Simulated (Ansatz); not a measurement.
Consider TaN in the rock salt structure (space group Fm-3m, No. 225; a = 4.3749 Å; relaxed with 0.1 eV smearing). Axes: x, y, z lie along the cube axes.

The values are results of DFT with PBEsol, PAW potentials and a 420 eV plane-wave cutoff in Ansatz (a first-principles code), spin-orbit coupling left out, earlier PAW set, not measurements.

Base values:

The shortest interatomic distance is 4.134 bohr.

Now apply this change: uniaxial stress, 5 GPa tension along z; all other stress components relax to zero.

### Question
Predict the new mean lateral Poisson ratio.

### Answer
The mean lateral Poisson ratio comes out as 0.15.

### Question
Predict the new energy relative to the base.

### Answer
The energy rises by 1.1 meV/atom.

### Question
What does the calculation give for the secant Young's modulus along z after the change?

### Answer
The secant Young's modulus along z amounts to 720 GPa.

### Question
What happens to the shortest interatomic distance?

### Answer
The shortest interatomic distance drops by 0.0042 bohr to 4.129 bohr.

Load acts through the strain it causes; cell and atoms are relaxed under it. Stability under load was not tested beyond the relaxation. All final runs are without spin polarisation. This is not the structure that TaN has at room temperature and ambient pressure.
